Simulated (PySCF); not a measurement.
PySCF 2.14.0, PBE/def2-svp, df: Ga(F)2(SMe) (C[S][Ga]([F])[F]), 8 atoms. The geometry is a generated start, not checked to be a minimum at this level.

* **task**: energy
* **method**: pbe
* **basis**: def2-svp
* **two-electron scheme**: density fitting
* **mol.max_memory**: 3000 MB
* **mf.max_cycle**: 100
* **mf.conv_tol**: 1e-09 (default)
* **mf.grids.level**: 3 (default)
* **basis functions**: 107
* **grid points**: 111856

```xyz
8

Ga     0.8238     1.2936     0.7257
F      1.8013     2.7022     1.1092
F     -0.3508     0.8842     1.9880
S      0.8944    -0.0292    -1.0722
C     -0.5861    -1.0563    -0.7281
H     -0.7411    -1.1626     0.3431
H     -0.3867    -2.0274    -1.1688
H     -1.4549    -0.6045    -1.1968
```

With the defaults (mf.DIIS = CDIIS, mf.diis = true, mf.diis_damp = 0, mf.diis_space = 8, mf.damp = 0, mf.diis_start_cycle = 1, mf.init_guess = minao, mf.level_shift = 0) it converges in 14 Fock builds. One run each on 2 threads, 1 BLAS thread, with these changes:
- mf.diis_damp = 0.3
- mf.DIIS = ADIIS
- mf.diis_space = 5
- mf.init_guess = atom
- mf.DIIS = EDIIS
- mf.level_shift = 0.1 Hartree
- mf.damp = 0.7, mf.diis_start_cycle = 8
- mf.diis_space = 3
- mf.diis = false

**Question.** Which of these changes keep the SCF from converging, or lead it to another solution?

**Answer.** No convergence: mf.DIIS = EDIIS; mf.diis = false (the run ends without SCF convergence in 100 cycles). The rest reach the solution of the defaults.

```csv
setting,Fock builds,end
mf.diis_damp = 0.3,13,same solution
mf.level_shift = 0.1 Hartree,13,same solution
the defaults,14,same solution
mf.init_guess = atom,14,same solution
"mf.damp = 0.7, mf.diis_start_cycle = 8",15,same solution
mf.diis_space = 5,18,same solution
mf.DIIS = ADIIS,22,same solution
mf.diis_space = 3,23,same solution
mf.DIIS = EDIIS,101,no convergence
mf.diis = false,101,no convergence
```
